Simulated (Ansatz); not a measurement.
Take Os in the hcp (Mg type) structure (space group P6_3/mmc, No. 194; a = 2.739 Å, c = 4.317 Å) as the base.

Calculations: r2SCAN (Ansatz, a program for electronic structure, PAW, without spin-orbit coupling), earlier PAW set.

Base values:

The lattice parameter a is 2.739 Å and the c/a ratio is 1.576.

Now apply this change: full substitution Os → Au; the structure is relaxed again.

Tabulated Pauling electronegativity and covalent radius: Os 2.20, 1.44 Å; Au 2.54, 1.36 Å.

Problem. What happens to the lattice parameter a and c/a ratio?

Solution. The lattice parameter a grows by 0.151 Å to 2.890 Å; the c/a ratio goes up by 0.108 to 1.684.

Stability against distortions was not tested. All final runs are without spin polarisation. This is not the structure that Au has at room temperature and ambient pressure.
